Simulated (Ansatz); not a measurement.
The starting structures come from a database of crystals and need not be the phases stable at ambient conditions.

Tunnelling through a barrier is set by its complex band structure: the current falls as exp(−2κd) with the smallest κ.

Input:

```yaml
crystal:
  lattice:
    - [5.91740, -0.37864, 0.00000]
    - [0.38083, 5.93753, 0.00000]
    - [2.95870, -0.18932, 2.96478]
  atoms:
    - { symbol: Pb, position: [0.75007, 0.25004, 0.00000] }
    - { symbol: Pb, position: [0.24993, 0.74996, 0.00000] }
    - { symbol: S, position: [0.25011, 0.25017, 0.00000] }
    - { symbol: S, position: [0.74989, 0.74983, 0.00000] }
```

Space group of this cell: C2/m. The cell was relaxed by PBE-D3(BJ); by r2SCAN its mean pressure is 1.2 GPa.

Transport runs along the normal of the first two printed cell vectors.

No gap correction and no spin-orbit coupling; mid-gap values are interpolated between computed energies.

### Question
Give the band gap and the smallest decay constant κ at mid-gap that r2SCAN (Ansatz, a program for electronic structure) yields.

### Answer
Gap 0.62 eV on a 10×6×10 mesh; κ = 0.075 1/Å, at (0.500, 0.500) of the in-plane reciprocal vectors. At the zone centre, at the nearest computed energy, the slowest state has κ = 0.15 1/Å.
